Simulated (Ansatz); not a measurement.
Effect of isotropic strain +3.49 % on GaP

The reference is GaP in the zinc blende structure (space group F-43m, No. 216; a = 5.452 Å).

The change: every lattice vector is stretched by 3.49 %, atoms relaxed at fixed cell.

Calculations: r2SCAN (Ansatz, an electronic-structure program, PAW, spin-orbit coupling left out), earlier PAW set. k-mesh 10×10×10 (Γ-centred); smearing 0.05 eV (Fermi–Dirac).

The space group remains F-43m (No. 216) and the shortest interatomic distance grows by 0.082 Å (2.361 Å → 2.443 Å). The energy increases by 54 meV/atom and the pressure goes from zero to -7.18 GPa. The band gap shrinks by 0.38 eV (1.85 eV → 1.47 eV) and the gap character becomes direct at Γ (base: indirect, Γ → Γ–X (87 % along)). The width of the top valence band shrinks by 0.48 eV to 3.06 eV and the electron mass changes from 1.1 mₑ along k, 0.23 mₑ across (off the special points) to 0.090 mₑ (at Γ). The hole mass (degenerate bands, along [100]) changes from 0.13, 0.37, 0.37 mₑ (at Γ) to 0.087, 0.42, 0.42 mₑ (at Γ) and the valley order (the lowest conduction-band minima on the path, energy above the VBM, named in the base's zone) goes from a point along ⟨100⟩, about 1.0 Å⁻¹ from Γ 1.85 eV; L along ⟨111⟩ 2.04 eV; Γ 2.36 eV to Γ 1.47 eV; L along ⟨111⟩ 1.71 eV; a point along ⟨100⟩, about 1.0 Å⁻¹ from Γ 1.99 eV.

Masses are band curvatures over ±0.01 Å⁻¹ around the edge. Along k means along the line from Γ to the band edge. Gaps are read on the SCF mesh and a high-symmetry path. Stability against distortions was not tested.
